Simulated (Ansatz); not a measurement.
# MgO: pressure 0.7 GPa

Start from MgO in the rock salt structure (space group Fm-3m, No. 225; a = 4.254 Å).

One thing is altered: cell and atoms relaxed at a pressure of 0.7 GPa.

All numbers come from PBE (Ansatz, a first-principles code; PAW; 420 eV plane waves; no spin-orbit coupling). Settings: 13×13×13 k-points, 0.05 eV Fermi–Dirac smearing.

| quantity | base | changed | shift |
|---|---|---|---|
| volume per atom | 9.62 Å³ | 9.58 Å³ | -0.04 Å³ |
| density | 3.48 g/cm³ | 3.49 g/cm³ | +0.016 g/cm³ |
| lattice parameter a | 4.254 Å | 4.247 Å | -0.0065 Å |
| shortest interatomic distance | 2.127 Å | 2.124 Å | -0.003 Å |
| enthalpy H = E + PV relative to the base's energy | – | +0.04 eV/atom | – |
| band gap | 4.46 eV | 4.50 eV | +0.04 eV |
| gap character | direct at Γ | direct at Γ | – |
| width of the top valence band | 1.71 eV | 1.72 eV | +0.01 eV |
| electron mass | 0.34 mₑ (at Γ) | 0.34 mₑ (at Γ) | – |
| hole mass (degenerate bands, along [100]) | 0.38, 2.2, 2.2 mₑ (at Γ) | 0.38, 2.1, 2.1 mₑ (at Γ) | – |

Final structure:

```
MgO
1.0
    0.00000     2.12369     2.12369
    2.12369     0.00000     2.12369
    2.12369     2.12369     0.00000
Mg O
1 1
Direct
  0.50000   0.50000   0.50000
  0.00000   0.00000   0.00000
```

Load acts through the strain it causes; cell and atoms are relaxed under it. Masses are band curvatures over ±0.01 Å⁻¹ around the edge. Stability against distortions was not tested. The base started in P3_121 and relaxed to Fm-3m at this level.
